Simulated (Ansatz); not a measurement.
Reference: InP (F-43m), PBEsol, rigid bands (plane waves, PAW, scalar-relativistic; Ansatz, an electronic-structure program); geometry: cell and atoms relaxed with PBEsol.

```cif
data_In4P4
_chemical_formula_sum 'In4 P4'
_space_group_name_H-M_alt 'F-43m'
_space_group_IT_number 216
_space_group_name_Hall 'F -4 2 3'
_cell_length_a 5.87831
_cell_length_b 5.87831
_cell_length_c 5.87831
_cell_angle_alpha 90.000
_cell_angle_beta 90.000
_cell_angle_gamma 90.000
loop_
_atom_site_label
_atom_site_type_symbol
_atom_site_symmetry_multiplicity
_atom_site_Wyckoff_symbol
_atom_site_fract_x
_atom_site_fract_y
_atom_site_fract_z
_atom_site_occupancy
In1 In 4 a 0.00000 0.00000 0.00000 1
P1 P 4 d 0.75000 0.75000 0.75000 1
```
(The calculation used a cell of 2 atoms; values per cell refer to that cell.)

* **band gap**: 0.57 eV
* **electron conductivity mass**: 0.056 mₑ
* **Seebeck coefficient, n-type 1e19 cm⁻³**: -43 μV/K

**Question.** Replace In by B on the same sites and relax. What happens?

**Answer.** BP (F-43m): volume per atom 25.4 to 11.5 Å³; band gap rises (0.57 eV to 1.11 eV); electron conductivity mass rises (0.056 mₑ to 0.33 mₑ); Seebeck coefficient, n-type 1e19 cm⁻³ rises in size (-43 μV/K to -336 μV/K).

**Question.** Replace In by Al on the same sites and relax. What happens?

**Answer.** AlP (F-43m): volume per atom 25.4 to 20.5 Å³; band gap rises (0.57 eV to 1.45 eV); electron conductivity mass rises (0.056 mₑ to 0.33 mₑ); Seebeck coefficient, n-type 1e19 cm⁻³ rises in size (-43 μV/K to -262 μV/K).

**Question.** Replace In by Ga on the same sites and relax. What happens?

**Answer.** GaP (F-43m): volume per atom 25.4 to 20.1 Å³; band gap rises (0.57 eV to 1.45 eV); electron conductivity mass rises (0.056 mₑ to 0.34 mₑ); Seebeck coefficient, n-type 1e19 cm⁻³ rises in size (-43 μV/K to -332 μV/K).

Moves up to 5 % count as about the same. Masses are for dilute carriers at 300 K, harmonic means over directions unless an axis is named. Seebeck coefficients are for the stated density at 300 K, with one relaxation time for all states and whether or not that doping can be reached. Spin-orbit coupling is left out.
